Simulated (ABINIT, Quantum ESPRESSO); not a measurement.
A Quantum ESPRESSO input for a self-consistent single point of ScHg3 (P6_3/mmc, 8 atoms in the cell) (DFT, LDA (PZ), plane waves, GBRV 1.5 ultrasoft (LDA) pseudopotentials):

```fortran
&CONTROL
    calculation = 'scf'
    prefix = 'schg3'
    outdir = './tmp'
    pseudo_dir = './'
    tprnfor = .true.
    tstress = .true.
/
&SYSTEM
    ibrav = 4
    celldm(1) = 12.0606278872
    celldm(3) = 0.751925027659
    nat = 8
    ntyp = 2
    ecutwfc = 50
    ecutrho = 400
    occupations = 'smearing'
    smearing = 'gauss'
    degauss = 0.0073499
/
&ELECTRONS
    conv_thr = 1.0d-10
/
ATOMIC_SPECIES
Sc    44.9559  sc_lda_v1.uspp.F.UPF
Hg   200.5920  hg_lda_v1.uspp.F.UPF
ATOMIC_POSITIONS {crystal}
Sc    0.6666666667    0.3333333333    0.7500000000
Sc    0.3333333333    0.6666666667    0.2500000000
Hg    0.6614100000    0.8307050000    0.7500000000
Hg    0.3385900000    0.1692950000    0.2500000000
Hg    0.8307050000    0.6614100000    0.2500000000
Hg    0.1692950000    0.3385900000    0.7500000000
Hg    0.1692950000    0.8307050000    0.7500000000
Hg    0.8307050000    0.1692950000    0.2500000000
K_POINTS {automatic}
4 4 5  0 0 0
```

Problem. Write the same calculation as an input for ABINIT.

Solution. One input that does it (others would too):

```
# ScHg3, JTH v2.0 LDA PAW
pp_dirpath "./"
pseudos "Sc.LDA_PW-JTH.xml, Hg.LDA_PW-JTH.xml"
acell 3*1.0
rprim
        12.0606278872    0.0000002512    0.0000000000
        -6.0303141612   10.4448100103    0.0000000000
         0.0000000000    0.0000000000    9.0686879577
natom 8
ntypat 2
znucl 21 80
typat 1 1 2 2 2 2 2 2
xred
         0.6666666667    0.3333333333    0.7500000000
         0.3333333333    0.6666666667    0.2500000000
         0.6614100000    0.8307050000    0.7500000000
         0.3385900000    0.1692950000    0.2500000000
         0.8307050000    0.6614100000    0.2500000000
         0.1692950000    0.3385900000    0.7500000000
         0.1692950000    0.8307050000    0.7500000000
         0.8307050000    0.1692950000    0.2500000000
ecut 816 eV
pawecutdg 1633 eV
pawxcdev 0
ixc 7
occopt 7
tsmear 0.00367493
nband 59
kptopt 1
ngkpt 4 4 5
nshiftk 1
shiftk 0 0 0
nstep 100
tolvrs 1.0e-10
prtwf 0
prtden 0
enunit 2
```

Basis, cutoffs, solver keys and any potentials are the target program's own. This input uses DFT, LDA (PW92), plane waves, PAW (JTH v2.0 LDA PAW). LDA parametrisations can differ slightly between programs. Both were run: pressure -4.47 GPa in Quantum ESPRESSO and -4.43 in ABINIT; largest force 0.009 eV/Å in Quantum ESPRESSO and 0.004 in ABINIT.

On ABINIT: the starting cell comes from a database of computed structures (which also holds hypothetical and non-ambient phases and stackings), without a prior relaxation at this level. Its lattice was rescaled by a random factor within 2.5 % of one. With a pressure of about -4 GPa the cell is away from its equilibrium volume at this level.

On Quantum ESPRESSO: the starting cell comes from a database of computed structures (which also holds hypothetical and non-ambient phases and stackings), without a prior relaxation at this level. Its lattice was rescaled by a random factor within 2.5 % of one. With a pressure of about -4 GPa the cell is away from its equilibrium volume at this level.
